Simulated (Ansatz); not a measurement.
# CoSi2, response to strain

Base system: CoSi$_{2}$ (space group Fm-3m, No. 225; non-magnetic).

```xyz
3
Lattice="0.0000 2.6574 2.6574 2.6574 0.0000 2.6574 2.6574 2.6574 0.0000" Properties=species:S:1:pos:R:3 pbc="T T T"
Co     0.0000     0.0000     0.0000
Si     1.3287     1.3287     1.3287
Si     3.9862     3.9862     3.9862
```

Strains are applied to the cell and any free atomic positions relax.

Calculations: r2SCAN (Ansatz, a program for electronic structure), without spin-orbit coupling.

```tsv
isotropic strain (%)	pressure (GPa)
-5.3	46.1
-2.32	16.2
-0.44	?
0	0.0
2.27	-11.4
2.99	-14.2
5	-20.6
```

Problem. Fit P = P₀ − Bδ + Cδ² with δ = (1 + ε)³ − 1 to the rows shown and predict the withheld row.

Solution. Least squares on the printed values gives P₀ = 0.2 GPa, B = 216 GPa, C = 564 GPa (largest residual 1.2 GPa); this predicts 3.1 GPa, and the run gives 2.7 GPa, 0.4 lower.

No phonon test of stability was made. Seeded moments were not kept for the base. The final runs are not spin-polarised. An odd electron count without spin: CoSi2.
